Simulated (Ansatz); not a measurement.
## MoS2 under a change: Mo on a S site (antisite), symmetric start

Take a 12-atom supercell of MoS2 in the 2H-MoS2 type structure (space group P6_3/mmc, No. 194; a = 3.1494 Å, c = 12.0903 Å; layered, stacked along the Cartesian z axis) at its relaxed geometry as the base.

The change: a neutral Mo on a S site (antisite), symmetric start, atoms relaxed at fixed cell.

The values are results of PBE-D3(BJ), PAW, 420 eV (Ansatz, a quantum-chemistry and plane-wave program; spin-orbit coupling left out), not measurements. k-mesh 5×8×2 (Γ-centred); smearing 0.01 eV (Fermi–Dirac).

| quantity | base | changed | shift |
|---|---|---|---|
| pressure | 0.0 GPa | -1.9 GPa | -1.9 GPa |
| largest displacement of a host atom from its site in the perfect cell | – | 0.63 Å | – |
| shift of the substituted atom off its lattice site | – | 1.36 Å | – |

The magnetic state is the one reached from the starting moments; the real material's order can differ, and small cells can't hold many antiferromagnetic ones. In so small a cell the defect repeats every few ångströms: this is an ordered compound, not a dilute defect. The mesh was chosen for an insulator and is coarse for the gapless case. The defect started on the symmetric site and kept its symmetry, so it may sit on a saddle. Starting moments died away, wholly or in part, for Mo on a S site (antisite); another magnetic solution may exist. The defect cell is spin-polarised and ends with 0.0 μB. The program warned that a D3 coordination switch lies within reach, so dispersion energies are less smooth here.
